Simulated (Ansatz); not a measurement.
## HgTe under a change: isotropic strain −1.20 %

Consider HgTe in the zinc blende structure (space group F-43m, No. 216; a = 6.6507 Å).

It is then changed as follows: the cell is scaled by 0.9880 in all directions, atoms relaxed at fixed cell.

The values are results of Kohn–Sham DFT with the PBE functional, run in Ansatz (a program for electronic structure) with PAW and 420 eV plane waves, no spin-orbit coupling, earlier PAW set, not measurements. Γ-centred 12×12×12 mesh, Fermi–Dirac width 0.05 eV.

The volume per atom decreases by 1.31 Å³, from 36.77 Å³ to 35.46 Å³ and the space group is still F-43m (No. 216). The shortest interatomic distance drops by 3.5 pm to 284.5 pm and the energy goes up by 5.4 meV/atom. The pressure goes from zero to 1.4 GPa and the band gap remains zero.

Final structure:

```xyz
2
Lattice="0.0000 3.2854 3.2854 3.2854 0.0000 3.2854 3.2854 3.2854 0.0000" Properties=species:S:1:pos:R:3 pbc="T T T"
Te     4.9282     4.9282     4.9282
Hg     0.0000     0.0000     0.0000
```

Spin-orbit coupling, missing from the scalar runs, can matter with Hg and Te. Stability against distortions was not tested. All final runs are without spin polarisation. The zero or small gap of HgTe can change with the level of theory.
